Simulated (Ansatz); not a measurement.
Data:

End structure of a constructed model of the (110) surface of bcc Ta, a cell of two sites (a+b, b-a) layer of Sb, one a cell, on the site that continues the host's stacking (bottom of the slab: a bare face, its two planes held):

```yaml
crystal:
  lattice:
    - [1.91624, 2.70998, 0.00000]
    - [-3.83249, 2.70998, 0.00000]
    - [0.00000, 0.00000, 30.50000]
  atoms:
    - { symbol: Ta, position: [0.50000, 0.00000, 0.26259] }
    - { symbol: Ta, position: [0.00000, 0.50000, 0.26259] }
    - { symbol: Ta, position: [0.00000, 0.00000, 0.33953] }
    - { symbol: Ta, position: [0.50000, 0.50000, 0.33953] }
    - { symbol: Ta, position: [0.50000, 0.00000, 0.41590] }
    - { symbol: Ta, position: [0.00000, 0.50000, 0.41607] }
    - { symbol: Ta, position: [0.00000, 0.00000, 0.49321] }
    - { symbol: Ta, position: [0.50000, 0.50000, 0.49350] }
    - { symbol: Ta, position: [0.50000, 0.00000, 0.56985] }
    - { symbol: Ta, position: [0.00000, 0.50000, 0.57076] }
    - { symbol: Ta, position: [0.00000, 0.00000, 0.64432] }
    - { symbol: Ta, position: [0.50000, 0.50000, 0.64683] }
    - { symbol: Sb, position: [0.50000, 0.00000, 0.72034] }
```

Slab: 13 atoms, 14.5 Å thick at the start; k 11x8x1, smearing 0.1 eV, dipole-corrected; 4 atoms held, the rest relaxed; symmetry of the start imposed; no spin, no spin-orbit, no U. It is one candidate, not shown to be the stable structure of the face.

Q: Predict the work function of the top face from Ansatz (a first-principles code) with PBE.

A: 4.83 eV
